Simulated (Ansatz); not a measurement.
Base system: SrCl₂ in the fluorite structure (space group Fm-3m, No. 225).

SrCl2 has the cubic space group Fm-3m (No. 225), the fluorite structure, Pearson symbol cF12. Cell: a = 6.908 Å, b = 6.908 Å, c = 6.908 Å, α = 90.00°, β = 90.00°, γ = 90.00°. Sr on 4a sees 8 Cl at 2.991 Å (cubic). Cl on 8c sees 4 Sr at 2.991 Å (tetrahedral). (Neighbours: up to the widest gap in distance over summed covalent radii, below 1.35, at either atom; cation-cation and far metal-metal contacts left out.)
(The calculation used a cell of 3 atoms; values per cell refer to that cell.)

Level of theory: PBEsol (Ansatz, a program for electronic structure; PAW; 420 eV plane waves; without spin-orbit coupling).

Before the change:

The gap character is indirect, X → Γ and the pressure comes out as 0.0 kbar. The electron mass is 0.37 mₑ (at Γ).

One thing is altered: every lattice vector is shortened by 1.00 %, atoms relaxed at fixed cell.

Problem. Predict the new gap character.

Solution. The gap character goes from indirect, X → Γ to direct at X.

Problem. What does the calculation give for the pressure after the change?

Solution. The pressure goes from zero to 12.3 kbar.

Problem. What does the calculation give for the electron mass after the change?

Solution. The electron mass becomes 0.95 mₑ along k, 0.61 mₑ across (at X) (base: 0.37 mₑ (at Γ)).

The cells carry an imposed strain or load. Masses are band curvatures over ±0.01 Å⁻¹ around the edge. Along k means along the line from Γ to the band edge. No phonon test of stability was made.
